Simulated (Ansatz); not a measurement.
## BN in the zinc blende structure (space group F-43m, No. 216)

```xyz
2
Lattice="0.0000 1.8049 1.8049 1.8049 0.0000 1.8049 1.8049 1.8049 0.0000" Properties=species:S:1:pos:R:3 pbc="T T T"
N      2.7073     2.7073     2.7073
B      0.0000     0.0000     0.0000
```

The values are results of r2SCAN/PAW in Ansatz (a quantum-chemistry and plane-wave program), without spin-orbit coupling, not measurements. Γ-centred 16×16×16 mesh, Fermi–Dirac width 0.05 eV.

```yaml
volume_per_atom: 5.88 Å³
density: 3.50 g/cm³
band_gap: 5.00 eV, indirect, Γ → X
electron_mass: 0.87 mₑ along k, 0.29 mₑ across
Hole mass (degenerate bands, along [100]): 0.48, 0.51, 0.51 mₑ
Lowest conduction-band minima above the VBM: X along ⟨100⟩ 5.00 eV
total_energy: -272.003 eV/atom (σ→0; compares only within this code and set-up)
```

Masses are band curvatures over ±0.01 Å⁻¹ around the edge. Along k means along the line from Γ to the band edge. Stability against distortions was not tested.
